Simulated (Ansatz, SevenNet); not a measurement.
For white tin (β-Sn), the machine-learned potential SevenNet-0 (trained on PBE and PBE+U data) gives:

equilibrium lattice constant a: 5.959 Å
c axis length: 3.245 Å

Q: What does r²SCAN-D4 (PAW; Ansatz, a first-principles code) give for the same quantities?

A: 
- lattice constant a: 5.859 Å (drops by 1.7 %)
- lattice parameter c: 3.172 Å (falls by 2.2 %)

For comparison: lattice constant a 5.831 Å (measured, 293 K, no zero-point or thermal correction; as tabulated in Wikipedia's data pages); lattice parameter c 3.181 Å (measured, 293 K, no zero-point or thermal correction; as tabulated in Wikipedia's data pages).

Changes are worked out from the printed values.

Unless a cell is named, each level is at its own relaxed cell (SevenNet-0 28.81, r²SCAN-D4 27.22 Å³/atom).

Ansatz's density-functional and Hartree–Fock values are scalar-relativistic unless marked +SOC, with PAW data made under PBE.
